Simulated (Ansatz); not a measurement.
# A computed series for Se: response to strain

Consider Se (space group P3_121, No. 152; a = 4.535 Å, c = 5.041 Å; made of chains).

Strains are applied to the cell and any free atomic positions relax.

Method: Ansatz (a program for electronic structure) PBE, without spin-orbit coupling.

Notes on the quantities. energy relative to the base: free energy F.

| isotropic strain (%) | energy relative to the base (meV/atom) |
|---|---|
| -1.42 | 2.4 |
| 0 | 0.0 |
| 0.51 | ? |
| 0.71 | 0.6 |
| 5.55 | 30.9 |

Fit ΔE = Aε² + Bε³ (ε in %) to the rows shown and predict the withheld row.

Least squares on the printed values gives A = 1.15 and B = -0.027 meV/atom (largest residual 0.0 meV/atom); this predicts 0.3 meV/atom, and the run gives 0.3 meV/atom, in agreement.

No phonon test of stability was made. No dispersion term is included, though the crystal is made of layers, chains or molecules, so its spacings can come out too wide.
